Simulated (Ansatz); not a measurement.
Alloy series in KTaO3

Start from KTaO₃ in the cubic perovskite structure (space group Pm-3m, No. 221).

```
CELL_PARAMETERS angstrom
      4.02438     0.00000     0.00000
      0.00000     4.02438     0.00000
      0.00000     0.00000     4.02438
ATOMIC_POSITIONS crystal
  K  0.00000 0.00000 0.00000
  Ta 0.50000 0.50000 0.50000
  O  0.00000 0.50000 0.50000
  O  0.50000 0.50000 0.00000
  O  0.50000 0.00000 0.50000
```

The other end (x = 1) is KTaS₃ in the cubic perovskite structure (space group Pm-3m, No. 221; a hypothetical phase, not in the database extracts checked): 23.04 Å³/atom, gap zero; this end may not be an ambient phase.

S replaces a fraction x of O; each row is one arrangement (x, atoms in the cell, starting space group or random), fully relaxed.

All numbers come from Ansatz (a first-principles code) PBE, no spin-orbit coupling.

Candidates:
(a) x(S) = 0.333, 10 atoms, Pmma
(b) x(S) = 0.667, 10 atoms, P4/mmm
(c) x(S) = 0.667, 10 atoms, Amm2
(d) x(S) = 0.167, 10 atoms, P4/mmm

Base values:

The volume per atom comes out as 13.04 Å³.

Task: Order them by volume per atom, lowest first.

Result: (d) x(S) = 0.167, 10 atoms, P4/mmm (14.64 Å³), (a) x(S) = 0.333, 10 atoms, Pmma (16.03 Å³), (b) x(S) = 0.667, 10 atoms, P4/mmm (19.97 Å³), (c) x(S) = 0.667, 10 atoms, Amm2 (23.00 Å³)

These are small ordered cells, not random alloys; other orderings at the same x differ. With Ta present, leaving out spin-orbit coupling can change the band edges. Whether these cells are dynamically stable was not tested. No Hubbard U is applied, and correlation can decide whether such a compound is a metal. The final runs are not spin-polarised. KTaS3 has a high density of states at the Fermi level and may be magnetic at this level. Under x(S) = 0.667, 10 atoms, Amm2 the cell changed shape so far that it is another structure. The zero or small gap of KTaSO2 can change with the level of theory.
